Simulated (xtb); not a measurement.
xtb 6.7.1, GFN2-xTB: Ag(SH)(CNMe) (C[N+]#[C-]->[Ag][SH]), 9 atoms. The geometry is a generated start, not checked to be a minimum at this level.

```
Quantity                                                                                                       Result
------------------------  -------------------------------------------------------------------------------------------
method                                                                                                       GFN2-xTB
--acc                                                                                                     1 (default)
--etemp (K)                                                                                             300 (default)
detailed input (--input)  none: ANC optimiser, Lindh (1995) Hessian, microcycle=20, maxdispl=1.0, hlow=0.01 (default)
basis functions                                                                                                    36
valence electrons                                                                                                  34
```

```xyz
9

Ag     0.2179     1.3921    -1.6765
S      0.2658     2.8102    -3.4750
H      1.5089     3.2445    -3.3749
C     -0.4068    -1.5476     1.7773
N     -0.1956    -0.6586     0.7309
C     -0.0031     0.0976    -0.1310
H     -0.0518    -1.1024     2.7083
H      0.1385    -2.4729     1.5815
H     -1.4738    -1.7630     1.8593
```

Charge 0 and multiplicity 1 are set for this test and not shown to be the ground state.

The structure is relaxed from this start with --opt LEVEL for the levels crude, sloppy, loose, lax, normal, tight, vtight, extreme, once each. Up to the end of the extreme run atoms move by at most 0.80 Å along an axis.

Which level is enough to come within 1 meV of the tightest end point?

tight: 38 cycles against 48, ending 0.049 meV above.

```json
[
 {"level": "crude", "cycles": "1", "energy above the extreme run (meV)": "23", "gradient norm (eV/Å)": "0.11"},
 {"level": "sloppy", "cycles": "1", "energy above the extreme run (meV)": "23", "gradient norm (eV/Å)": "0.11"},
 {"level": "loose", "cycles": "1", "energy above the extreme run (meV)": "23", "gradient norm (eV/Å)": "0.11"},
 {"level": "lax", "cycles": "1", "energy above the extreme run (meV)": "23", "gradient norm (eV/Å)": "0.11"},
 {"level": "normal", "cycles": "4", "energy above the extreme run (meV)": "23", "gradient norm (eV/Å)": "0.041"},
 {"level": "tight", "cycles": "38", "energy above the extreme run (meV)": "0.049", "gradient norm (eV/Å)": "0.0043"},
 {"level": "vtight", "cycles": "44", "energy above the extreme run (meV)": "under 0.01", "gradient norm (eV/Å)": "0.0029"},
 {"level": "extreme", "cycles": "48", "energy above the extreme run (meV)": "—", "gradient norm (eV/Å)": "0.0019"}
]
```
